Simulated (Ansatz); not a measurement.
Consider BP in the zinc blende structure (space group F-43m, No. 216; a = 4.5366 Å). Axes: x, y, z lie along the cube axes.

All numbers come from Ansatz (a quantum-chemistry and plane-wave program) r2SCAN, no spin-orbit coupling.

Free-standing slabs (2 atom(s) a layer) normal to [110] with 15 Å of vacuum; in-plane cell held at bulk.

One change was made to it. Results:

```
quantity                          base    after
-----------------------------  -------  -------
band gap                       1.41 eV     zero
shortest interatomic distance  1.964 Å  1.918 Å
```

Q: Which of these changes matches the shifts?
A. 6 layers
B. 3 layers
C. 1 layer

A: B, 3 layers. For comparison, the shortest interatomic distance in the other runs: 1 layer gives 1.755 Å; 6 layers gives 1.891 Å.

Stability against distortions was not tested. All final runs are without spin polarisation. The zero or small gap of BP can change with the level of theory.
